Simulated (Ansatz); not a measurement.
Data:

```xyz
8
Lattice="-3.1768 3.1768 6.1765 3.1768 -3.1768 6.1765 3.1768 3.1768 -6.1765" Properties=species:S:1:pos:R:3 pbc="T T T"
In     0.0000     0.0000     6.1765
In     3.1768     0.0000     3.0883
Te     1.5244     1.5884     1.5441
Te    -1.5884     1.6524     4.6324
Te     1.6524     1.5884     7.7207
Te     4.7652     1.5244    -1.5441
Ag     0.0000     0.0000     0.0000
Ag     0.0000     3.1768     3.0883
```

No spin polarisation.

The values are results of Ansatz (a first-principles code) LDA, no spin-orbit coupling, not measurements. k-mesh 7×7×7 (Γ-centred); smearing 0.05 eV (Fermi–Dirac).

### Question
Predict the pressure, band gap and valence-band top at Γ.

### Answer
Pressure (mean of the normal stresses, compression positive): 1.2 GPa
Band gap: 0.06 eV
Valence-band top at Γ (three highest levels, from the VBM): 0.00, -0.13, -0.13 eV

With Te present, leaving out spin-orbit coupling can change the band edges. The cells carry an imposed strain or load. Stability against distortions was not tested. The cell was made from InAgTe2 in the chalcopyrite structure (space group I-42d, No. 122) by this change: uniaxial strain ε_zz = −2.25 %. The zero or small gap of InAgTe2 can change with the level of theory.
